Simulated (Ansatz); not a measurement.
**Li under a change: isotropic strain +5.60 %**

The parent structure is Li in the bcc (W type) structure (space group Im-3m, No. 229; a = 3.4763 Å; relaxed with 0.1 eV smearing).

One thing is altered: an isotropic linear strain of +5.60 %, atoms relaxed at fixed cell.

Computed with DFT with r2SCAN, PAW potentials and a 500 eV plane-wave cutoff in Ansatz (an electronic-structure program), without spin-orbit coupling, earlier PAW set. k-mesh 27×27×27 (Γ-centred); smearing 0.1 eV (Fermi–Dirac).

| quantity | base | changed | shift |
|---|---|---|---|
| volume per atom | 21.00 Å³ | 24.73 Å³ | +3.73 Å³ |
| space group | Im-3m (No. 229) | Im-3m (No. 229) | – |
| energy relative to the base (free energy F) | 0 meV/atom | +21 meV/atom | +21 meV/atom |
| pressure | 0.0 GPa | -1.6 GPa | -1.6 GPa |
| band gap | zero | zero | – |

Whether these cells are dynamically stable was not tested.
